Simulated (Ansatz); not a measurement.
Results of r²SCAN (PAW; Ansatz, a quantum-chemistry and plane-wave program) for cubic perovskite KMnF3 (cubic form, which distorts at low temperature).

Numerical settings: plane-wave cutoff 500 eV, 8×8×8 k mesh, Fermi–Dirac smearing 0.05 eV, magnetic order G, spin-polarised with opposed moments, scalar-relativistic PAW data made under PBE.

Computed at the level's own relaxed cell.

### Question
What does this level give for the equilibrium volume per atom, equilibrium lattice constant a and band gap?

### Answer

equilibrium volume per atom: 14.56 Å³/atom
equilibrium lattice constant a: 4.176 Å
band gap: 3.31 eV (on the SCF k mesh)

Note: the magnetic order was assumed, not searched for or taken from measurement; the relaxation could not lower the start's symmetry, so the cell can be a saddle point above a distorted one.

Computed values are for the static lattice.
